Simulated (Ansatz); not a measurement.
We consider cubic perovskite CsPbBr₃ (cubic high-temperature phase), described by r²SCAN+rVV10 (plane waves, PAW; Ansatz, an electronic-structure program).

Run with plane-wave cutoff 560 eV, 6×6×6 k mesh, Fermi–Dirac smearing 0.01 eV, scalar-relativistic PAW data made under PBE.

Cell (relaxed at this level):

```yaml
crystal:
  lattice:
    - [5.88322, 0.00000, 0.00000]
    - [0.00000, 5.88322, 0.00000]
    - [0.00000, 0.00000, 5.88322]
  atoms:
    - { symbol: Cs, position: [0.00000, 0.00000, 0.00000] }
    - { symbol: Pb, position: [0.50000, 0.50000, 0.50000] }
    - { symbol: Br, position: [0.50000, 0.00000, 0.50000] }
    - { symbol: Br, position: [0.00000, 0.50000, 0.50000] }
    - { symbol: Br, position: [0.50000, 0.50000, 0.00000] }
```

**Question.** Predict the bulk modulus, band gap, Γ–Γ gap and pressure derivative B′ of the bulk modulus.

**Answer.** 
- bulk modulus = 23.0 GPa
- band gap = 1.89 eV
- Γ–Γ gap = 5.57 eV
- pressure derivative B′ of the bulk modulus = 4.7

Note: the relaxation could not lower the start's symmetry, so the cell can be a saddle point above a distorted one.

Spin–orbit coupling is not included; with these elements it can move the gap by several tenths of an eV or more.

The computed numbers hold no vibrational or temperature effects.
